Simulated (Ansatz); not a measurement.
System: ScGeO3 (model structure, started from the LiNbO3 type, R3c, No. 161, 10 atoms in the cell). Method: PBEsol+SOC (Ansatz, a quantum-chemistry and plane-wave program, plane waves, PAW).

Input:

Ansatz 0.2 input:
```yaml
crystal:
  lattice:
    - [2.6182493002, 1.5116469383, 4.8958703226]
    - [-2.6182493002, 1.5116469383, 4.8958703226]
    - [0.0, -3.0232938766, 4.8958703226]
  atoms:
    - { symbol: Sc, position: [0.7067528103, 0.7067528103, 0.7067528103] }
    - { symbol: Sc, position: [0.2067528103, 0.2067528103, 0.2067528103] }
    - { symbol: Ge, position: [-0.0058398205, -0.0058398205, -0.0058398205] }
    - { symbol: Ge, position: [0.4941601795, 0.4941601795, 0.4941601795] }
    - { symbol: O, position: [0.2858073176, 0.6208820408, 0.9252976518] }
    - { symbol: O, position: [0.6208820408, 0.9252976518, 0.2858073176] }
    - { symbol: O, position: [0.9252976518, 0.2858073176, 0.6208820408] }
    - { symbol: O, position: [0.4252976518, 0.1208820408, 0.7858073176] }
    - { symbol: O, position: [0.7858073176, 0.4252976518, 0.1208820408] }
    - { symbol: O, position: [0.1208820408, 0.7858073176, 0.4252976518] }
basis:
  ecutwfc: 520
  ecutrho_ratio: 4
  xc_grid: 2
kpoints:
  mp_grid: { grid: [14, 14, 14] }
hamiltonian:
  xc: pbesol
  dispersion: none
  pseudopotentials: { kind: paw }
scf:
  occupations: { method: fermi_dirac, width: 0.05 }
  convergence: { dr2_threshold: 0.000000001 }
output:
  forces: true
  stress: true
  eigenvalues: true
magnetization:
  noncollinear: true
  spin_orbit: true
```

Output (set-up and result lines):

```
Crystal: 10 atoms, lattice volume = 116.263 Å³
Basis set: ecut = 520 eV, 3163 PW (Γ), exchange–correlation on 90×90×90 points (8 copies of the dense FFT grid, shifted against one another)
Bands: 106, of which v1, the nominal top of the filled ones, is band 86 counted from 1 (85 counted from 0)
Symmetry: 6 space group operations + 6 with time reversal
k-points: 288 of 2744 (time reversal used)
Initial density: superposition of atomic densities (chi_scale 0.1, normalization cell, long waves kept (reshape's long-wave potential 0.00 eV rms))
Functional: x = pbesol(κ = 0.804, μ = 0.12345679012345678), c = pbesol(β = 0.046)
spin=Noncollinear: Kerker preconditioning applied to the charge; magnetization (m_x, m_y, m_z) channels mix plain (no charge-response kernel on spin).
SCF 1 converged in 13 iterations: F = -16103.219295 eV  dr2 = 4.29e-10
SCF converged after 13 iterations
Free energy (F): -16103.219295 eV
Internal energy: -16103.195220 eV  (E = F + TS)
E sigma→0 (E₀):  -16103.207257 eV
Fermi energy:    11.105226 eV
--- Forces (eV/Å), atoms counted from 1 ---
  atom   1  Sc     0.00000000     0.00000000    -0.00044445
  atom   2  Sc    -0.00000000     0.00000000    -0.00044445
  atom   3  Ge    -0.00000000     0.00000000    -0.00314488
  atom   4  Ge     0.00000000     0.00000000    -0.00314488
  atom   5  O     -0.00405005     0.00019310     0.00119367
  atom   6  O      0.00219226     0.00341090     0.00119367
  atom   7  O      0.00185780    -0.00360400     0.00119367
  atom   8  O     -0.00219226     0.00341090     0.00119367
  atom   9  O     -0.00185780    -0.00360400     0.00119367
  atom  10  O      0.00405005     0.00019310     0.00119367
--- Stress (GPa, compression-positive) ---
        0.003717       0.000000      -0.000000
       -0.000000       0.003717       0.000000
       -0.000000       0.000000       0.006893
  P = ⅓ Tr σ = 0.0048 GPa (0.048 kbar)
```

The PAW data were made under PBE.

Note: the relaxation could raise the start's symmetry but not lower it, so the cell can be a saddle point.

It cost about 23 core-minutes (a rough figure) of CPU time.

A model structure was made by putting elements into a prototype or built by hand; it is no filed structure, need not be a known phase, and can be a saddle point held by its symmetry.
